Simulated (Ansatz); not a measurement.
Take SrTiO$_{3}$ in the cubic perovskite structure (space group Pm-3m, No. 221) as the base.

```cif
data_O3SrTi
_chemical_formula_sum 'Sr1 Ti1 O3'
_space_group_name_H-M_alt 'P 1'
_space_group_IT_number 1
_cell_length_a 3.90695
_cell_length_b 3.90695
_cell_length_c 3.90695
_cell_angle_alpha 90.000
_cell_angle_beta 90.000
_cell_angle_gamma 90.000
loop_
_space_group_symop_operation_xyz
  'x, y, z'
loop_
_atom_site_label
_atom_site_type_symbol
_atom_site_fract_x
_atom_site_fract_y
_atom_site_fract_z
_atom_site_occupancy
Sr1 Sr 0.00000 0.00000 0.00000 1
Ti1 Ti 0.50000 0.50000 0.50000 1
O1 O 0.00000 0.50000 0.50000 1
O2 O 0.50000 0.50000 0.00000 1
O3 O 0.50000 0.00000 0.50000 1
```

Levels (all Ansatz, a first-principles code, PAW): r2SCAN (500 eV, no spin-orbit coupling); HSE06 (420 eV, no SOC).

The geometry is relaxed with r2SCAN.

```
Item               Value
---------------  -------
r2SCAN band gap  2.26 eV
```

With HSE06 at the same geometry, the band gap goes up by 1.075 eV (2.26 eV → 3.34 eV).

Single points use the geometry relaxed with r2SCAN. HSE06 was sampled on its mesh, a few special points and the semilocal edge points, so its gap is an upper bound. No phonon test of stability was made. All final runs are without spin polarisation. Many cubic perovskites are stable only at high temperature; tilts and polar distortions were not tested.
